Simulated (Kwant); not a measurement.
Model system: quantum point contact (saddle potential) in a InAs two-dimensional gas. Effective mass 0.023 mₑ, grid spacing 6.2 nm, hard walls, nominal width 150 nm (25 grid rows, so walls 161.2 nm apart), one parabolic valley, scattering region 450 nm long along x; energies count from the band bottom; Fermi energy 0.00966 eV. Potential (V0 + ½k y²) cos²(πx/L) for |x| < L/2, with V0 swept from 0.010143 to 0 eV, k = 1.2e-05 eV/nm², L = 110 nm.

The device is made up for the run: typed textbook-type constants, with dimensions and the other settings drawn at random.

Kwant, effective-mass tight-binding model on a square grid, one spin, coherent transport at 0 K. Conductance is in e²/h.

Task: Compare with the saddle-point formula G = Σ 1/(1 + exp(−2π(E − V0 − ħωy(n + ½))/ħωx)), taking ħωy = ħ√(k/m) and ħωx from the curvature along x of V0 plus half of the mode's confinement energy.

Result: ħωy = 6.31 meV; at V0 = 8.23 meV the lowest mode has ħωx = 7.28 meV.

```csv
V0 (meV),formula,simulation
9.55,0.079,0.080
8.23,0.19,0.19
6.91,0.41,0.43
5.59,0.73,0.74
4.26,0.95,0.95
2.94,1.05,1.06
```

The formula takes a parabolic saddle in the continuum; the run has the full potential on a grid.
